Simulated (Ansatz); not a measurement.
## HfO2 (model structure, from the tetragonal ZrO2 type, P4₂/nmc, No. 137): properties by level of theory

```tsv
level (code)	lattice constant a (Å)	lattice parameter c (Å)
PBE-D3(BJ) (Ansatz)	?	?
r²SCAN (Ansatz)	?	5.202
r²SCAN+rVV10 (Ansatz)	3.569	?
```

**Question.** Some entries are withheld; supply them.

**Answer.** 
- PBE-D3(BJ) (Ansatz, an electronic-structure program), lattice constant a (Å): 3.587
- PBE-D3(BJ) (Ansatz), lattice parameter c (Å): 5.212
- r²SCAN (Ansatz), lattice constant a (Å): 3.577
- r²SCAN+rVV10 (Ansatz), lattice parameter c (Å): 5.175

Ansatz's density-functional and Hartree–Fock values are scalar-relativistic unless marked +SOC, with PAW data made under PBE.

Computed values are for the static lattice.

A model structure was made by putting elements into a prototype or built by hand; it is no filed structure, need not be a known phase, and can be a saddle point held by its symmetry.
